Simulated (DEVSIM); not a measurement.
Structure: Si p+/n-/n+ power diode, at 400 K.

Layer 1 from the left is Si, thickness (μm) 1.20, Na (cm⁻³) 1.5e18, τn (s) 2.7e-7, τp (s) 2.7e-7. Layer 2 from the left is Si, thickness (μm) 8.70, Nd (cm⁻³) 3.9e15, τn (s) 2.7e-7, τp (s) 2.7e-7. Layer 3 from the left is Si, thickness (μm) 2.50, Nd (cm⁻³) 3.5e18, τn (s) 2.7e-7, τp (s) 2.7e-7.

Left contact: ohmic. Right contact: ohmic. Voltage is applied to the left contact. Recombination: SRH at mid-gap, radiative, Auger. Mobility is μmin + (μ − μmin)/(1 + (N/Nref)^α).

This is a model device: material constants are rounded textbook-type values typed into the input, and sizes, dopings and lifetimes were drawn at random. Values at 300 K; Nc and Nv go as T^1.5, mobilities as T to minus their exponent, the gap by Varshni's rule with the affinity fixed.

Si: gap (eV) 1.124, affinity (eV) 4.05, permittivity 11.7, Nc (cm⁻³) 2.86e19, Nv (cm⁻³) 3.1e19, μn (cm²/Vs) 1417, μp (cm²/Vs) 470, μn,min 52, μp,min 45, Nref,n 9.7e16, Nref,p 2.2e17, αn 0.68, αp 0.72, T exponent of μn 2.3, T exponent of μp 2.2, B (cm³/s) 4.7e-15, Cn (cm⁶/s) 2.8e-31, Cp (cm⁶/s) 9.9e-32, Varshni α (eV/K) 0.000473, Varshni β (K) 636.

DEVSIM, 1D drift-diffusion, Boltzmann statistics, complete ionisation; no tunnelling, impact ionisation, image-force lowering or self-heating.

Problem. What does the simulation give for the potential step across the device at zero bias, the dark forward voltage at 100 A/cm², the dark forward voltage at 1 A/cm²?

Solution. potential step across the device at zero bias 0.890 V; dark forward voltage at 100 A/cm² 0.692 V; dark forward voltage at 1 A/cm² 0.455 V.
